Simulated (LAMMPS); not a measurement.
Pressure dependence of Cu (fcc) at 1770 K, from the melt.

Level of theory: classical MD, pair style eam/alloy, file CuNi.eam.alloy (LAMMPS).

| P (GPa) | state | volume | coordination number | self-diffusion coefficient of Cu (not corrected for cell size) | viscosity |
|---|---|---|---|---|---|
| 0 | liquid | 13.879 ± 0.002 Å³/atom | 13.3 (counted to 3.58 Å) | (6.33 ± 0.08) × 10^-5 cm²/s | 2.7 ± 0.2 mPa s |
| 2 | liquid | 13.533 ± 0.001 Å³/atom | 13.0 (counted to 3.50 Å) | (5.6 ± 0.1) × 10^-5 cm²/s | - |
| 5 | liquid | 13.0811 ± 0.0008 Å³/atom | 13.0 (counted to 3.46 Å) | (4.8 ± 0.1) × 10^-5 cm²/s | 3.8 ± 0.3 mPa s |

Caution (rows 2; 5): a run this short can hold a crystal over, or a liquid under, the potential's own melting point, which these runs don't give.

Estimate the isothermal bulk modulus at zero pressure. A parabola P(ln V) through the three points gives −dP/d ln V = 75 GPa at zero pressure.

States go by the mean squared displacement: a species diffuses where it passes 1.5 Å², still rises and gives D over 1e-6 cm²/s; a crystal has left its structure where atoms lie 0.35 Å off their sites on average or a cubic box changes its shape by 3 %, or the axial ratios of another lie 8 % off the starting cell's, which the potential's own relaxation can also do.

Errors of D are the spread over four groups of atoms in one short run; a floor of about 5 %, a picked value, is safer.

Uncertainties are statistical and leave out the potential's own error.
